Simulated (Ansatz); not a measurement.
## A short convergence ladder for VSe₂ (P-3m1, 3 atoms in the cell)

```yaml
crystal:
  lattice:
    - [3.40918, 0.00000, 0.00000]
    - [-1.70459, 2.95244, 0.00000]
    - [0.00000, 0.00000, 6.31796]
  atoms:
    - { symbol: V, position: [0.00000, 0.00000, 0.00000], spin: 2.0 }
    - { symbol: Se, position: [0.66667, 0.33333, 0.75873] }
    - { symbol: Se, position: [0.33333, 0.66667, 0.24127] }
```
(The spins are starting values, not results.)

Base method: LDA (PW92), default PAW files made with PBE (plane waves; Ansatz, a quantum-chemistry and plane-wave program).

Base settings: basis.ecutwfc = 420 eV; kpoints.mp_grid.grid = 11 11 5; hamiltonian.xc = lda; hamiltonian.pseudopotentials = {kind: paw} (the program's default PAW files); magnetization.spin_polarized = true; scf.occupations.method = gaussian; scf.occupations.width = 0.1 eV.

Core times come from one kind of shared machine, to one figure; runs under 30 s give none.

**The force threshold of a relaxation**

On VSe₂ (P3m1, 3 atoms in the cell): one atom moved by 0.15 angstrom.

In this ladder: relax = atoms.

The mesh stays at the base's, so the ladder's end is converged at best in this setting alone.

Only quantities that move along the ladder and can be compared are tabulated.

| relax.f_tol | free energy less the last step's (meV/atom) | largest force left (eV/Å) | relaxation steps | core time / last (rough) |
|---|---|---|---|---|
| 0.2 eV/Å | 0.21 | 0.0877 | 3 | 0.8 |
| 0.1 eV/Å | 0.23 | 0.0906 | 4 | 0.7 |
| 0.05 eV/Å | 0.00 | 0.0018 | 4 | 0.9 |
| 0.03 eV/Å | 0.00 | 0.0018 | 4 | 0.8 |
| 0.02 eV/Å | 0.00 | 0.0018 | 5 | 1 |
| 0.01 eV/Å | 0.00 | 0.0018 | 5 | 0.8 |
| 0.005 eV/Å | 0.00 | 0.0018 | 5 | 1 |
| 0.002 eV/Å | 0.00 | 0.0019 | 5 | 0.9 |
| 0.001 eV/Å | 0.00 | 0.0002 | 6 | 1 |

Coarsest relax.f_tol that holds the free energy within 0.1 meV/atom of the last step, with all finer ones: 0.05 eV/Å; the step before is off by 0.23 meV/atom.

Coarsest relax.f_tol that holds the largest force left within 0.02 eV/Å of the last step, with all finer ones: 0.05 eV/Å; the step before is off by 0.090 eV/Å.

Two neighbours can agree and both be off: 0.2 eV/Å and 0.1 eV/Å differ by 0.01 meV/atom in the free energy, yet lie about 0.23 meV/atom from the last step.

On the base run: the starting cell comes from a database of computed structures (which also holds hypothetical and non-ambient phases and stackings), without a prior relaxation at this level. Its lattice was rescaled by up to half a per cent. With one magnetic atom in the cell only a parallel order is possible. In the base run, with a pressure of about -7 GPa the cell is away from its equilibrium volume at this level.

Keys are those of Ansatz 0.2.
